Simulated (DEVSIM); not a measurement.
# abrupt GaAs p-n junction

Device: abrupt GaAs p-n junction, at 300 K.

| layer (left to right) | material | thickness (μm) | Nd (cm⁻³) | Na (cm⁻³) | τn (s) | τp (s) |
|---|---|---|---|---|---|---|
| 1 | GaAs | 0.410 | - | 4e15 | 1.2e-8 | 1.2e-8 |
| 2 | GaAs | 1.40 | 1.1e17 | - | 1.2e-8 | 1.2e-8 |

Left contact: ohmic. Right contact: ohmic. Voltage is applied to the left contact. Recombination: SRH at mid-gap. Mobility is μmin + (μ − μmin)/(1 + (N/Nref)^α).

Constants are typed, rounded textbook-type inputs, not results; the design itself was drawn at random and stands for no fabricated device. Values at 300 K.

| parameter | GaAs |
|---|---|
| gap (eV) | 1.424 |
| affinity (eV) | 4.07 |
| permittivity | 12.9 |
| Nc (cm⁻³) | 4.7e17 |
| Nv (cm⁻³) | 9e18 |
| μn (cm²/Vs) | 8500 |
| μp (cm²/Vs) | 400 |
| μn,min | 500 |
| μp,min | 20 |
| Nref,n | 6e16 |
| Nref,p | 1.5e17 |
| αn | 0.39 |
| αp | 0.38 |

Simulated with DEVSIM: 1D drift-diffusion, Boltzmann statistics, complete ionisation; no tunnelling, impact ionisation, image-force lowering or self-heating.

- Potential step across the device at zero bias: 1.187 V
- Largest field in the device at zero bias: 39000 V/cm
- Dark forward voltage at 1 A/cm²: 0.868 V
- Dark forward voltage at 100 A/cm²: 1.001 V

Dark reverse current:

```
V (V)  J (A/cm²)
-----  ---------
-0.04   -3.2e-11
-0.10   -6.4e-11
-0.20   -1.1e-10
-0.30   -1.4e-10
-0.40   -1.7e-10
-0.60   -2.3e-10
-0.80   -2.7e-10
-1.00   -3.0e-10
-1.30   -3.5e-10
-1.60   -3.8e-10
-2.00   -4.2e-10
```

Dark forward current:

| V (V) | J (A/cm²) |
|---|---|
| 0.05 | 7.9e-11 |
| 0.10 | 2.8e-10 |
| 0.15 | 8.3e-10 |
| 0.20 | 2.3e-9 |
| 0.25 | 6.6e-9 |
| 0.30 | 1.9e-8 |
| 0.35 | 5.8e-8 |
| 0.40 | 1.9e-7 |
| 0.45 | 7.4e-7 |
| 0.50 | 3.3e-6 |
| 0.55 | 1.6e-5 |
| 0.60 | 8.9e-5 |
| 0.65 | 0.00050 |
| 0.70 | 0.0029 |
| 0.75 | 0.016 |
| 0.80 | 0.094 |
| 0.85 | 0.54 |
| 0.90 | 3.1 |
| 0.95 | 18 |
| 1.00 | 97 |
| 1.05 | 490 |
| 1.10 | 2100 |
